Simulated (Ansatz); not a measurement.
Ga2O3 (space group C2/m, No. 12)

```
CELL_PARAMETERS angstrom
      6.12784    -1.51953     0.00000
      6.12784     1.51953     0.00000
     -1.38609     0.00000     5.64055
ATOMIC_POSITIONS crystal
  Ga 0.09052 0.09052 0.79479
  Ga 0.90948 0.90948 0.20521
  Ga 0.65873 0.65873 0.31448
  Ga 0.34127 0.34127 0.68552
  O  0.16422 0.16422 0.10916
  O  0.83578 0.83578 0.89084
  O  0.17334 0.17334 0.56352
  O  0.82666 0.82666 0.43648
  O  0.49628 0.49628 0.25624
  O  0.50372 0.50372 0.74376
```

All numbers come from r2SCAN in Ansatz (plane waves to 500 eV, PAW, without spin-orbit coupling). Settings: 11×11×6 k-points, 0.05 eV Fermi–Dirac smearing.

```yaml
volume_per_atom: 10.50 Å³
density: 5.93 g/cm³
band_gap: 3.02 eV, indirect, k = (0.455, -0.455, -1/2) in the run's primitive reciprocal basis → Γ
Lowest conduction-band minima above the VBM: Γ 3.02 eV
total_energy: -1857.784 eV/atom (σ→0; compares only within this code and set-up)
```

Whether these cells are dynamically stable was not tested.

Ansatz is a program for electronic structure.
